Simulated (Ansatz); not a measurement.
**Zn in the diamond structure (space group Fd-3m, No. 227; a hypothetical phase, not in the database extracts checked)**

```yaml
crystal:
  lattice:
    - [0.00000, 2.91341, 2.91341]
    - [2.91341, 0.00000, 2.91341]
    - [2.91341, 2.91341, 0.00000]
  atoms:
    - { symbol: Zn, position: [0.25000, 0.25000, 0.25000] }
    - { symbol: Zn, position: [0.00000, 0.00000, 0.00000] }
```

Method: plane-wave PAW DFT at the PBE level (Ansatz, a first-principles code, 420 eV), no spin-orbit coupling. Settings: 14×14×14 k-points, 0.05 eV Fermi–Dirac smearing.

Volume per atom: 24.73 Å³
Density: 4.39 g/cm³
Band gap: zero
Total energy: -3318.561 eV/atom (σ→0; compares only within this code and set-up)

Stability against distortions was not tested.
